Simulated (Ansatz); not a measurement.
## NH4Br (P-43m, No. 215, 6 atoms in the cell; start mp-36248)

All values below come from PBE0 (plane waves, PAW; Ansatz, a first-principles code).

Settings: plane-wave cutoff 500 eV, 6×6×6 k mesh, gaussian smearing 0.02 eV, scalar-relativistic PAW data made under PBE.

Cell (relaxed with r²SCAN):

```xyz
6
Lattice="4.0243 0.0000 0.0000 0.0000 4.0243 0.0000 0.0000 0.0000 4.0243" Properties=species:S:1:pos:R:3 pbc="T T T"
H      0.5954     0.5954     3.4289
H      0.5954     3.4289     0.5954
H      3.4289     3.4289     3.4289
H      3.4289     0.5954     0.5954
Br     2.0122     2.0122     2.0122
N      0.0000     0.0000     0.0000
```

| Item | Value |
|---|---|
| band gap | 6.07 eV (on the SCF k mesh) |

Note: cell and atoms aren't relaxed at this level (largest force component 0.03 eV/Å, pressure 0.3 GPa).

Spin–orbit coupling is not included.

The result took very roughly 2.3 core-minutes.

A start named mp-… is a Materials Project structure, which need not be a measured phase.
